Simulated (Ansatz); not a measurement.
What uniaxial strain ε_xx = −1.50 % does to Cu

Base system: Cu in the fcc (Cu type) structure (space group Fm-3m, No. 225; a = 3.5634 Å; relaxed with 0.1 eV smearing). Axes: x, y, z lie along the cube axes.

The change: uniaxial strain ε_xx = −1.50 %, all other strain components held at zero; the atoms relax in the strained cell.

Calculations: Kohn–Sham DFT with the PBEsol functional, run in Ansatz (an electronic-structure program) with PAW and 420 eV plane waves, spin-orbit coupling left out, earlier PAW set. Settings: 32×32×32 k-points, 0.1 eV Fermi–Dirac smearing.

The volume per atom falls by 0.17 Å³, from 11.31 Å³ to 11.14 Å³ and the space group goes from Fm-3m (No. 225) to I4/mmm (No. 139). The shortest interatomic distance decreases by 1.9 pm (252.0 pm → 250.1 pm) and the energy rises by 1.7 meV/atom. The pressure (mean of the normal stresses, compression positive) goes from zero to 2.6 GPa and the band gap is still zero. The stress (xx, yy, zz, yz, xz, xy; compression positive) amounts to (3.3, 2.3, 2.3, 0.0, 0.0, 0.0) GPa.

Stability against distortions was not tested. The final runs are not spin-polarised.
